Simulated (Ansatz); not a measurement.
**zinc-blende ZnS (0 0 1) on wurtzite ZnO (1 1 0) (film strained to the substrate, started from cuts of the bulks and a machine-learned relaxation; slabs Zn16O16 and S10Zn12, which can lie off the formulas)**

A periodic stack without vacuum, zinc-blende ZnS (0 0 1) on wurtzite ZnO (1 1 0) (film strained to the substrate, started from cuts of the bulks and a machine-learned relaxation; slabs Zn16O16 and S10Zn12, which can lie off the formulas): substrate slab Zn16O16, film S10Zn12, surface cells [[0, 1], [-1, 0]] and [[0, -1], [2, 1]], film strained by -2.8 and +4.3 %, outermost planes OZn/OZn and Zn/Zn as cut, which need not be the usual terminations and can put a slab off its formula.

The start was prepared with a machine-learned potential, and the result is one local minimum, with the in-plane cell held and forces under 0.04 eV/Å; the film can end far from its bulk form.

Calculation: PBE (plane waves to 420 eV, PAW; Ansatz, a first-principles code). No spin–orbit coupling; the runs are not spin-polarised; PBE gaps are too small against experiment. Its k-point mesh 4×5×1, Fermi–Dirac width 0.05 eV.

| Item | Result |
|---|---|
| interface area | 30.1 Å² |
| period | 28.32 Å |
| heights between the nearest atoms of the two slabs at the two interfaces | 1.42 and 1.50 Å |
| Zn–Zn contacts across the interfaces within 1.22 times the sum of covalent radii | 4, mean 2.71 Å |
| O–Zn contacts across the interfaces within 1.22 times the sum of covalent radii | 4, mean 2.08 Å |

```yaml
crystal:
  lattice:
    - [5.67854, -0.00084, -0.13973]
    - [0.00092, 5.29425, 0.01286]
    - [-2.14156, -2.16518, 28.37449]
  atoms:
    - { symbol: Zn, position: [0.92629, 0.48421, 0.04045] }
    - { symbol: Zn, position: [0.58013, 0.95313, 0.02736] }
    - { symbol: O, position: [0.92983, 0.83736, 0.02928] }
    - { symbol: O, position: [0.61868, 0.34139, 0.03158] }
    - { symbol: Zn, position: [0.47208, 0.47904, 0.08816] }
    - { symbol: Zn, position: [0.13419, 0.97858, 0.08722] }
    - { symbol: O, position: [0.46841, 0.85706, 0.08797] }
    - { symbol: O, position: [0.14211, 0.35762, 0.08969] }
    - { symbol: Zn, position: [0.00173, 0.50300, 0.14860] }
    - { symbol: Zn, position: [0.66678, 0.00066, 0.14575] }
    - { symbol: O, position: [0.00099, 0.88037, 0.14588] }
    - { symbol: O, position: [0.66854, 0.38005, 0.14627] }
    - { symbol: Zn, position: [0.53142, 0.52350, 0.20422] }
    - { symbol: Zn, position: [0.19715, 0.02207, 0.20435] }
    - { symbol: O, position: [0.53056, 0.90205, 0.20385] }
    - { symbol: O, position: [0.19871, 0.40203, 0.20528] }
    - { symbol: Zn, position: [0.06100, 0.54668, 0.26339] }
    - { symbol: Zn, position: [0.72629, 0.04412, 0.26196] }
    - { symbol: O, position: [0.06005, 0.92489, 0.26230] }
    - { symbol: O, position: [0.72707, 0.42377, 0.26212] }
    - { symbol: Zn, position: [0.58544, 0.56816, 0.31880] }
    - { symbol: Zn, position: [0.25322, 0.06780, 0.32119] }
    - { symbol: O, position: [0.58647, 0.94665, 0.31966] }
    - { symbol: O, position: [0.25421, 0.44802, 0.32156] }
    - { symbol: Zn, position: [0.11478, 0.59054, 0.38001] }
    - { symbol: Zn, position: [0.78008, 0.08968, 0.37816] }
    - { symbol: O, position: [0.11228, 0.96764, 0.37804] }
    - { symbol: O, position: [0.78166, 0.46957, 0.37818] }
    - { symbol: Zn, position: [0.60663, 0.63166, 0.42674] }
    - { symbol: Zn, position: [0.28172, 0.09695, 0.44271] }
    - { symbol: O, position: [0.63034, 0.99915, 0.43484] }
    - { symbol: O, position: [0.31233, 0.47478, 0.43759] }
    - { symbol: S, position: [0.58339, 0.89402, 0.54064] }
    - { symbol: S, position: [0.06356, 0.40634, 0.54018] }
    - { symbol: S, position: [0.67306, 0.97579, 0.73217] }
    - { symbol: S, position: [0.17091, 0.47621, 0.73203] }
    - { symbol: S, position: [0.12625, 0.94109, 0.63550] }
    - { symbol: S, position: [0.62072, 0.43607, 0.63762] }
    - { symbol: S, position: [0.77812, 0.05619, 0.92437] }
    - { symbol: S, position: [0.25693, 0.55279, 0.92319] }
    - { symbol: S, position: [0.22398, 0.01183, 0.82869] }
    - { symbol: S, position: [0.71729, 0.51473, 0.82660] }
    - { symbol: Zn, position: [0.84373, 0.66573, 0.59070] }
    - { symbol: Zn, position: [0.35499, 0.17664, 0.58673] }
    - { symbol: Zn, position: [0.22484, 0.70941, 0.49478] }
    - { symbol: Zn, position: [0.88543, 0.03902, 0.49296] }
    - { symbol: Zn, position: [0.94874, 0.74719, 0.78008] }
    - { symbol: Zn, position: [0.44348, 0.24268, 0.77966] }
    - { symbol: Zn, position: [0.39569, 0.71032, 0.68442] }
    - { symbol: Zn, position: [0.89958, 0.20474, 0.68417] }
    - { symbol: Zn, position: [0.12812, 0.91157, 0.97427] }
    - { symbol: Zn, position: [0.45639, 0.24507, 0.96403] }
    - { symbol: Zn, position: [0.50489, 0.77808, 0.87701] }
    - { symbol: Zn, position: [0.98630, 0.28536, 0.87397] }
```
